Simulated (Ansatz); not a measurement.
Sr3SnO (Pm-3m, No. 221, 5 atoms in the cell; start mp-7961) was calculated with LDA (PAW; Ansatz, a program for electronic structure).

The input as run:

Ansatz 0.2 input:
```yaml
crystal:
  lattice:
    - [4.9910763215, 0.0, 0.0]
    - [0.0, 4.9910763215, 0.0]
    - [0.0, 0.0, 4.9910763215]
  atoms:
    - { symbol: Sr, position: [0.5, 0.0, 0.5] }
    - { symbol: Sr, position: [0.0, 0.5, 0.5] }
    - { symbol: Sr, position: [0.5, 0.5, 0.0] }
    - { symbol: Sn, position: [0.0, 0.0, 0.0] }
    - { symbol: O, position: [0.5, 0.5, 0.5] }
basis:
  ecutwfc: 520
  ecutrho_ratio: 4
  xc_grid: 2
kpoints:
  mp_grid: { grid: [12, 12, 12] }
hamiltonian:
  xc: lda
  dispersion: none
  pseudopotentials: { kind: paw }
scf:
  occupations: { method: fermi_dirac, width: 0.05 }
output:
  forces: true
  stress: true
  eigenvalues: true
relax:
  f_tol: 0.004
  escape_saddle: false
  max_steps: 80
```

Excerpt of the program's output:

```
WARN output.stress: scf.convergence.dr2_threshold = 1e-7 eV (the SCF's general default) is looser than the 5e-10 eV advised for a printed stress (1e-10 eV for …
Relaxation: its limit of steps is 80 (relax.max_steps)
Crystal: 5 atoms, lattice volume = 124.332 Å³
Basis set: ecut = 520 eV, 3407 PW (Γ), exchange–correlation on 80×80×80 points (8 copies of the dense FFT grid, shifted against one another)
Bands: 30, of which v1, the nominal top of the filled ones, is band 25 counted from 1 (24 counted from 0)
Symmetry: 48 space group operations
Space group: Pm-3m (ITA 221), of the structure as read, at distance tolerance 5.0e-5 Å
k-points: 84 of 1728
Functional: x = slater, c = lda
SCF iter   1: F=—  HF=-16773.469819 eV  |F-HF|=—  |Δ(HF+E_count)|=         —  Δρ=9.76e-3  dr2=1.21e-1
SCF iter   2: F=—  HF=-16773.444747 eV  |F-HF|=—  |Δ(HF+E_count)|=   2.51e-2  Δρ=3.79e-3  dr2=1.01e-2
  ...
SCF iter   6: F=—  HF=-16773.440857 eV  |F-HF|=—  |Δ(HF+E_count)|=   1.57e-5  Δρ=2.74e-5  dr2=1.60e-6
SCF iter   7: F=-16773.440856 eV  HF=-16773.440856 eV  |F-HF|=2.04e-9  |Δ(HF+E_count)|=   3.31e-7  Δρ=6.66e-6  dr2=4.90e-8
SCF 1 converged in 7 iterations: F = -16773.440856 eV  dr2 = 4.90e-8
SCF converged after 7 iterations
Free energy (F): -16773.440856 eV
Internal energy: -16773.439415 eV  (E = F + TS)
E sigma→0 (E₀):  -16773.440135 eV
Fermi energy:    9.940208 eV
--- Stress (GPa, compression-positive) ---
        1.148264       0.000000       0.000000
        0.000000       1.148264       0.000000
        0.000000       0.000000       1.148264
  P = ⅓ Tr σ = 1.1483 GPa (11.483 kbar)
```

The cell is one volume of an energy–volume scan, off the minimum.

The PAW data were made under PBE.

Note: the relaxation could not lower the start's symmetry, so the cell can be a saddle point above a distorted one.

It cost roughly 14 core-seconds of CPU time.

A start named mp-… is a Materials Project structure, which need not be a measured phase.
